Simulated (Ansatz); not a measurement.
Step by step: formation energy of the neutral Ni_i in Si (diamond, Fd-3m)

Consider the formation energy of the neutral Ni_i in Si (diamond, Fd-3m). Reaction: 64 Si (diamond) + Ni (fcc) → cell A.

A: a supercell of 64 sites of Si (diamond, Fd-3m) with Ni off the lattice sites (10 Si at 2.41–2.73 Å); spin state with PBE: no moments.

Ni (fcc, Fm-3m), 1 atom in the cell; spin state with PBE: net moment 0.6 μB a cell.

Setting: static, neutral cells in Ansatz (PAW) whose structures rest at the PBE level. Ansatz (a quantum-chemistry and plane-wave program) runs with its default PAW set. Other levels take these structures. The lattices are those relaxed with PBE, so at other levels the solids can be strained. Larger cells are relaxed from a start prepared with the learned potential CHGNet till forces fall under 0.03 eV/Å, which some starts already meet. A dispersion term (D3(BJ), or D4 for r2SCAN) was computed beside these levels and is taken off wherever the name lacks it. The PAW files were made for PBE and serve at the other functionals too. Space groups of crystals are read within 0.01 Å. No search over spin orders was made beyond those shown. Mesh and cell size may move defect energies by 0.1 eV or more. Cell A has symmetry P-43m within 0.02 Å and got no random move, so less symmetric positions, which may lie lower, weren't tried.

Total energies of the cells in eV, at zero smearing width. They compare only within one column; the weights balance every element.

```json
[
 {"cell": "A: Si:Ni_i", "atoms": "65", "weight": "+1", "r2SCAN": "-46744.45907"},
 {"cell": "Si (diamond)", "atoms": "64", "weight": "−1", "r2SCAN": "-40900.05066"},
 {"cell": "Ni (fcc)", "atoms": "1", "weight": "−1", "r2SCAN": "-5845.28069"}
]
```

r2SCAN: (-46744.45907) − (-40900.05066) − (-5845.28069) = 0.872 eV.

What follows from the r2SCAN value: With the reservoirs of the reaction as written, and without entropy terms or charged states, the share of sites that hold the defect in equilibrium is exp(−0.87 eV/k_BT) = 4.1×10^-5 at 1000 K.
